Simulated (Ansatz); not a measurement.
We consider PtGa2 (model structure, started from the C15 type, Fd-3m, No. 227, 6 atoms in the cell), described by LDA (plane waves, PAW; Ansatz, a quantum-chemistry and plane-wave program).

Run with plane-wave cutoff 520 eV, 14×14×14 k mesh, Fermi–Dirac smearing 0.05 eV, scalar-relativistic PAW data made under PBE.

Cell (relaxed at this level):

```cif
data_Ga4Pt2
_chemical_formula_sum 'Ga4 Pt2'
_space_group_name_H-M_alt 'P 1'
_space_group_IT_number 1
_cell_length_a 5.03870
_cell_length_b 5.03870
_cell_length_c 5.03870
_cell_angle_alpha 60.000
_cell_angle_beta 60.000
_cell_angle_gamma 60.000
loop_
_space_group_symop_operation_xyz
  'x, y, z'
loop_
_atom_site_label
_atom_site_type_symbol
_atom_site_fract_x
_atom_site_fract_y
_atom_site_fract_z
_atom_site_occupancy
Ga1 Ga 0.62500 0.62500 0.62500 1
Ga2 Ga 0.12500 0.62500 0.62500 1
Ga3 Ga 0.62500 0.12500 0.62500 1
Ga4 Ga 0.62500 0.62500 0.12500 1
Pt1 Pt 0.25000 0.25000 0.25000 1
Pt2 Pt 0.00000 0.00000 0.00000 1
```

Estimate the bulk modulus B0 that the calculation returns.


* **bulk modulus B0**: 131 GPa

The run finds no gap.

Note: the bulk modulus is −V dP/dV from two relaxed cells at ±2 % in volume; the relaxation could raise the start's symmetry but not lower it, so the cell can be a saddle point.

Spin–orbit coupling is not included.

The computed numbers hold no vibrational or temperature effects.

A model structure was made by putting elements into a prototype or built by hand; it is no filed structure, need not be a known phase, and can be a saddle point held by its symmetry.
